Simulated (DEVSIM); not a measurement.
Structure: Al/Al2O3/p-InP capacitor, at 300 K.

Layer 1 from the left is Al2O3, thickness (nm) 2.00. Layer 2 from the left is InP, thickness (nm) 380, Na (cm⁻³) 2.7e18.

Metal gate on the left, work function 4.1 eV. Fixed charge at the semiconductor interface -1.4e10 cm⁻² (in units of +e); no interface traps.

Constants are typed, rounded textbook-type inputs, not results; the design itself was drawn at random and stands for no fabricated device. Values at 300 K.

Al2O3: gap (eV) 6.8, affinity (eV) 1.35, permittivity 9. InP: gap (eV) 1.344, affinity (eV) 4.38, permittivity 12.5, Nc (cm⁻³) 5.7e17, Nv (cm⁻³) 1.1e19.

DEVSIM, 1D Poisson equation in equilibrium, Boltzmann statistics, complete ionisation; no quantum confinement or tunnelling. Metal contacts follow the ideal Schottky-Mott rule: no Fermi-level pinning, no interface dipoles.

What does the simulation give for the flat-band voltage, the minimum of the low-frequency capacitance?

flat-band voltage -1.59 V; minimum of the low-frequency capacitance 0.417 μF/cm².
